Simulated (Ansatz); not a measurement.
**Hypothetical Fm-3m WTe2 under a change: pressure 30 GPa**

The parent structure is WTe₂ (space group Fm-3m, No. 225; a = 6.5690 Å; a hypothetical phase, not in the database extracts checked).

Now apply this change: a hydrostatic pressure of 30 GPa.

The values are results of PBEsol/PAW in Ansatz (a program for electronic structure), no spin-orbit coupling, not measurements. Settings: 12×12×12 k-points, 0.05 eV Fermi–Dirac smearing.

```yaml
volume_per_atom: 19.72 Å³ (base 23.62 Å³)
density: 12.32 g/cm³ (base 10.29 g/cm³)
lattice_parameter_a: 11.689 bohr (base 12.414 bohr)
shortest_interatomic_distance: 5.061 bohr (base 5.375 bohr)
band_gap: zero (base zero)
```

Cost of the whole job for the changed cell (relaxation, final SCF and bands): around 50 core-seconds (rough).

Load acts through the strain it causes; cell and atoms are relaxed under it. Stability against distortions was not tested. Competing high-pressure phases were not computed. The final runs are not spin-polarised. WTe2 has a high density of states at the Fermi level and may be magnetic at this level.
